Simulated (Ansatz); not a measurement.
All values below come from PBE (plane waves to 420 eV, PAW; Ansatz, a program for electronic structure).

Host crystal: corundum, with a band gap (PBE, scalar-relativistic without spin-orbit coupling).

Electrostatic potential energy of an electron, averaged over planes parallel to the surface, in eV from the highest filled level, for NH2 on the 1x1 (0001) surface of corundum (cut with top plane Al), one in a 1x1 cell, started at the site 'hollow Al-O-O-O over O at depth 2.3 Å #2':

| z (Å) | V (eV) |
|---|---|
| 6.02 | 6.37 |
| 6.30 | 6.37 |
| 6.59 | 6.37 |
| 6.88 | 6.37 |
| 7.16 | 6.37 |
| 7.45 | 6.37 |
| 7.73 | 6.36 |
| 8.02 | 6.35 |
| 8.31 | 6.33 |
| 8.59 | 6.28 |
| 8.88 | 6.16 |
| 9.17 | 5.84 |
| 9.45 | 5.01 |
| 9.74 | 3.08 |
| 10.03 | -2.03 |
| 10.31 | -6.96 |
| 10.60 | -9.14 |
| 10.89 | -7.68 |
| 11.17 | -3.94 |
| 11.46 | -2.67 |
| 11.74 | -2.04 |
| 12.03 | -2.32 |
| 12.32 | -4.89 |
| 12.60 | -6.41 |
| 12.89 | -5.46 |
| 13.18 | -2.48 |
| 13.46 | -1.10 |
| 13.75 | -1.30 |
| 14.04 | -1.21 |
| 14.32 | -2.93 |
| 14.61 | -5.85 |
| 14.90 | -6.50 |
| 15.18 | -4.68 |
| 15.47 | -1.92 |
| 15.76 | -1.55 |
| 16.04 | -1.78 |
| 16.33 | -2.73 |
| 16.61 | -6.20 |
| 16.90 | -8.22 |
| 17.19 | -6.39 |
| 17.47 | -1.68 |
| 17.76 | 2.11 |
| 18.05 | 2.93 |
| 18.33 | 3.99 |
| 18.62 | 4.75 |
| 18.91 | 3.76 |
| 19.19 | 1.75 |
| 19.48 | 0.51 |
| 19.77 | 0.27 |
| 20.05 | 2.40 |
| 20.34 | 4.09 |
| 20.62 | 4.57 |
| 20.91 | 4.76 |
| 21.20 | 4.83 |
| 21.48 | 4.86 |
| 21.77 | 4.87 |
| 22.06 | 4.87 |
| 22.34 | 4.87 |
| 22.63 | 4.87 |
| 22.92 | 4.87 |
| 23.20 | 4.87 |
| 23.49 | 4.87 |
| 23.78 | 4.87 |
| 24.06 | 4.87 |
| 24.35 | 4.87 |

Set-up: 23 atoms, 6.7 Å thick at the start under the adsorbate (thin: gaps and levels are the slab's own); mesh 6x6x1; 0.01 eV smearing; dipole correction on; 9 atoms held, the rest relaxed; no symmetry held; spin-polarised, ending with about 1.0 μB a cell; orders that need a larger cell were not tried, no spin-orbit, no U, no dispersion correction. At the end it is bonded to Al. In PBE it is, or lies within 0.03 eV of, the lowest of the starts that converged.

Task: The surface cell has an area of 20.03 Å². What dipole along the normal does the step between the two vacuum levels imply?

Result: the top vacuum level lies 1.49 eV below the bottom one; p = −ε₀ A ΔV (ε₀ = 0.005526 e/(V·Å)) gives 0.17 e·Å a cell.
